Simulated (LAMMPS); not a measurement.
An MD run on a symmetric tilt boundary about [1-10] in Si (diamond structure), boundary plane (332).

Model: classical MD, pair style tersoff, file SiC_Erhart-Albe.tersoff, run in LAMMPS.

Σ11, energy 0.94 J/m² at 0 K; heated in steps, 60 ps sampled at each, free outer surfaces; steps at which the grains lost their order are left out.

| T (K) | disordered width (Å) | disordered share in the grains |
|---|---|---|
| 844 | 1.8 | 0.00 |
| 1181 | 2.2 | 0.00 |
| 1350 | 2.3 | 0.00 |
| 1518 | ? | 0.00 |
| 1636 | ? | 0.00 |

Problem. Fill in the missing entries.

Solution. 
- 1636, disordered width (Å): 2.7
- 1518, disordered width (Å): 2.5
